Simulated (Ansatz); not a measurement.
# Worked example: self-consistent single point of AlN (P6_3mc, 4 atoms in the cell) in Ansatz

Level of theory: PBE (plane waves, PAW; Ansatz, an electronic-structure program).

Input:

Ansatz 0.2 input:
```yaml
# AlN
crystal:
  lattice:
    - [3.128590, 0.000000, 0.000000]
    - [-1.564295, 2.709438, 0.000000]
    - [0.000000, 0.000000, 5.016960]
  atoms:
    - { symbol: Al, position: [0.666667, 0.333333, 0.499290] }
    - { symbol: Al, position: [0.333333, 0.666667, 0.999290] }
    - { symbol: N, position: [0.666667, 0.333333, 0.880710] }
    - { symbol: N, position: [0.333333, 0.666667, 0.380710] }
basis:
  ecutwfc: 420.0
kpoints:
  mp_grid: { grid: [10, 10, 6] }
hamiltonian:
  xc: pbe
  pseudopotentials: { kind: paw }
scf:
  occupations: { method: fermi_dirac, width: 0.02 }
output:
  forces: true
  eigenvalues: true
  stress: true
```

Output, abridged:

```
WARN the atoms were moved onto the symmetric positions of the space group found under crystal.symmetry.tolerance 1.0e-5 (fractional …
WARN ansatz: RAYON_NUM_THREADS=1 ignored (pool sized by the plan → 1); use --threads N
Pseudopotentials: kind: paw
Pseudopotential: Al, paw, valence charge 3
Pseudopotential: N, paw, valence charge 5
Crystal: 4 atoms, lattice volume = 42.527 Å³
Basis set: ecut = 420 eV, 833 PW (Γ), exchange–correlation on 48×48×72 points (8 copies of the dense FFT grid, shifted against one another)
Bands: 12, of which v1, the nominal top of the filled ones, is band 8 counted from 1 (7 counted from 0)
Symmetry: 12 space group operations
Space group: P63mc (ITA 186), of the structure as read, at distance tolerance 3.5e-5 Å
k-points: 56 of 600 (time reversal used)
Initial density: superposition of atomic densities (neutral atoms: chi_scale 0, normalization atom), corrected by the library's trained network
Initial wavefunctions: pseudopotential atomic-orbital guess
Eigensolver: davidson
Functional: x = pbe(κ = 0.804, μ = 0.2195149727645171), c = pbe(β = 0.06672455060314922)
SCF iter   1: F=—  HF=-1848.507776 eV  |F-HF|=—  |Δ(HF+E_count)|=         —  Δρ=8.19e-4  dr2=1.36e-4  ethr=1.77e-3  ⟨swp⟩=6.2  Hψ=4550  notcnv=0
all-band conjugate gradients solve this SCF's bands
preconditioner: auto → none
SCF iter   2: F=—  HF=-1848.508074 eV  |F-HF|=—  |Δ(HF+E_count)|=   2.97e-4  Δρ=3.93e-4  dr2=1.96e-5  ethr=8.49e-7  ⟨swp⟩=2.3  Hψ=1632  notcnv=0
SCF iter   3: F=—  HF=-1848.507918 eV  |F-HF|=—  |Δ(HF+E_count)|=   1.56e-4  Δρ=7.30e-5  dr2=9.99e-7  ethr=1.22e-7  ⟨swp⟩=2.3  Hψ=1082  notcnv=0
iter 4 did not close the SCF: its close was put off for the readings that it lacked (scf_convergence_deferred on its scf_iter line)
SCF iter   4: F=-1848.507921 eV  HF=-1848.507921 eV  |F-HF|=1.26e-8  |Δ(HF+E_count)|=   2.67e-6  Δρ=9.51e-6  dr2=1.67e-8  ethr=6.25e-9  ⟨swp⟩=2.0  Hψ=1110  notcnv=0
iter 5 did not close the SCF: its close was put off for the readings that it lacked (scf_convergence_deferred on its scf_iter line)
SCF iter   5: F=-1848.507921 eV  HF=-1848.507921 eV  |F-HF|=5.28e-10  |Δ(HF+E_count)|=   1.50e-8  Δρ=2.11e-6  dr2=8.60e-10  ethr=1.04e-10  ⟨swp⟩=2.6  Hψ=1147  notcnv=0
SCF iter   6: F=-1848.507921 eV  HF=-1848.507921 eV  |F-HF|=8.19e-12  |Δ(HF+E_count)|=  2.14e-10  Δρ=2.60e-7  dr2=1.11e-11  ethr=5.38e-12  ⟨swp⟩=1.2  Hψ=1932  notcnv=0
SCF 1 converged in 6 iterations: F = -1848.507921 eV  dr2 = 1.11e-11
SCF converged after 6 iterations
Free energy (F): -1848.507921 eV
Harris-Foulkes:  -1848.507921 eV  (|F-HF|=8.19e-12)
Internal energy: -1848.507921 eV  (E = F + TS)
E sigma→0 (E₀):  -1848.507921 eV
Fermi energy:    8.980388 eV
--- Per-component energies (eV) ---
  E_band       = 28.022759
  E_kinetic    = 317.429723
  E_local      = -451.376364  (includes V_loc(G=0)·N_el)
  E_nonlocal   = 110.528653
  E_hartree    = 156.573649
  E_xc         = -203.281881
  E_vxc        = -215.421125  (∫ρ·V_xc dr)
  E_paw        = -1190.084554  (= ΣΔE_a)
  E_vpaw       = -46.285596  (= ΣTr[D̂ρ^β])
  E_aug_tail   = 0.000195  (compensation charges beyond the density's cutoff)
  E_ewald      = -588.297342
  E_smearing   = -0.000000  (= −TS)
  E_closure    = 0.000000  (closes the sum)
  Σ components = -1848.507921   (vs F -1848.507921, Δ=0.00e0)
--- Forces (eV/Å), atoms counted from 1 ---
  atom   1  Al     0.00000000    -0.00000000    -0.00429676
  atom   2  Al     0.00000000     0.00000000    -0.00429676
  atom   3  N      0.00000000     0.00000000     0.00428358
  atom   4  N     -0.00000000    -0.00000000     0.00428358
  max |Σ_I F_I| component: 2.64e-5 eV/Å
--- Stress (GPa, compression-positive) ---
        0.271826       0.000000      -0.000000
        0.000000       0.271826       0.000000
       -0.000000       0.000000       0.211647
  P = ⅓ Tr σ = 0.2518 GPa (2.518 kbar)
  The stress holds the Pulay correction. Without it, at fixed plane waves, as pw.x and ABINIT print it: P = -0.2382 GPa
--- Band table (eV; the first three rows and the last of 56) ---
  k-point 0: bands = ["-8.1062", "-6.0257", "1.0533", "6.1156", "6.1156", "6.7544", "6.7544", "6.9535", "11.0007", "13.4832", "17.4164", "18.0041"]
  k-point 1: bands = ["-8.0024", "-6.2248", "1.4137", "6.1559", "6.1559", "6.3506", "6.7096", "6.7096", "11.5018", "13.5477", "17.2437", "17.9743"]
  k-point 2: bands = ["-7.7021", "-6.7006", "2.3630", "5.0712", "6.2685", "6.2685", "6.5880", "6.5880", "12.4611", "13.6020", "16.9697", "17.9552"]
  k-point 55: bands = ["-5.6659", "-5.6659", "2.1012", "2.1012", "3.3797", "3.3797", "6.1406", "6.1406", "13.9594", "13.9594", "15.0973", "15.0973"]
```

The run converged in 6 iterations.

The starting cell comes from a database of computed structures (which also holds hypothetical and non-ambient phases and stackings), without a prior relaxation at this level. Ansatz's pressure includes its estimate of the finite-basis (Pulay) stress.
